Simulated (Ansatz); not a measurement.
Results of LDA (Ansatz, a program for electronic structure, PAW) for hexagonal WC.

Settings: plane-wave cutoff 500 eV, 18×18×14 k mesh (along the axes of the cell as run), Fermi–Dirac smearing 0.05 eV, no spin polarisation, scalar-relativistic PAW data made under PBE.

Computed at the level's own relaxed cell.

Task: What does this level give for the volume per atom, lattice constant a and c axis length?

Result: 
volume per atom: 10.13 Å³/atom
lattice constant a: 2.884 Å
c axis length: 2.812 Å

Measured, for comparison: lattice constant a 2.906 Å, lattice parameter c 2.837 Å (300 K, not corrected to a static lattice; as tabulated in Wikipedia's data pages). Computed (rounded) less measured: lattice constant a -0.8 %, lattice parameter c -0.9 %. A static lattice is as a rule a little smaller and stiffer than an uncorrected measurement, which narrows the difference in the lattice constant a, lattice parameter c and would widen misses of the other sign.

Spin–orbit coupling is not included.

Static lattice: no zero-point or thermal effects.
